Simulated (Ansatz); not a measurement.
The structure below was relaxed with DFT with PBEsol, PAW potentials and a 420 eV plane-wave cutoff in Ansatz (a first-principles code), no SOC, earlier PAW set, at pressure 45 GPa.

Space group P3₁21 (No. 152); a = b = 4.111 Å, c = 4.987 Å, α = β = 90.00°, γ = 120.00°

```csv
atom,site,symmetry,x,y,z
Si,3b,.2.,0.5849,0.5849,0.5000
O,6c,1,0.6644,0.0112,0.0860
```

**Question.** Write out a cell with all atoms.

**Answer.** 
```xyz
9
Lattice="4.1105 0.0000 0.0000 -2.0553 3.5598 0.0000 0.0000 0.0000 4.9869" Properties=species:S:1:pos:R:3 pbc="T T T"
Si     1.7063     0.0000     4.1557
Si    -0.8532     1.4777     0.8311
Si     1.2021     2.0821     2.4934
O      0.7358     1.1947     3.7534
O      2.7080     0.0399     0.4289
O      2.7220     2.3252     2.0912
O     -1.3194     2.3651     4.5580
O      0.6668     1.2346     1.2334
O      0.6527     3.5200     2.8957
```
This is the conventional cell.

Load acts through the strain it causes; cell and atoms are relaxed under it. Stability against distortions was not tested. No other phases were tried under pressure. The cell was made from SiO₂ (space group P3_121, No. 152) by this change: pressure 45 GPa.
